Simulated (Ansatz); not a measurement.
# Al: response to strain

Start from Al in the fcc (Cu type) structure (space group Fm-3m, No. 225; relaxed with 0.1 eV smearing).

```xyz
1
Lattice="0.0000 2.0077 2.0077 2.0077 0.0000 2.0077 2.0077 2.0077 0.0000" Properties=species:S:1:pos:R:3 pbc="T T T"
Al     0.0000     0.0000     0.0000
```

Cartesian axes are those of the cell as printed.

Strains are applied to the cell and any free atomic positions relax.

Method: PBEsol, PAW, 420 eV (Ansatz, a first-principles code; no SOC).

Candidates:
(a) uniaxial strain ε_zz = −1.50 %
(b) uniaxial strain ε_zz = +1.00 %
(c) uniaxial strain ε_zz = +3.00 %
(d) uniaxial strain ε_zz = −2.00 %

Notes on the quantities. energy relative to the base: free energy F.

### Question
Order them by energy relative to the base, lowest first.

### Answer
(b) uniaxial strain ε_zz = +1.00 % (+0.6 meV/atom), (a) uniaxial strain ε_zz = −1.50 % (+1.3 meV/atom), (d) uniaxial strain ε_zz = −2.00 % (+2.4 meV/atom), (c) uniaxial strain ε_zz = +3.00 % (+4.8 meV/atom)

Stability against distortions was not tested.
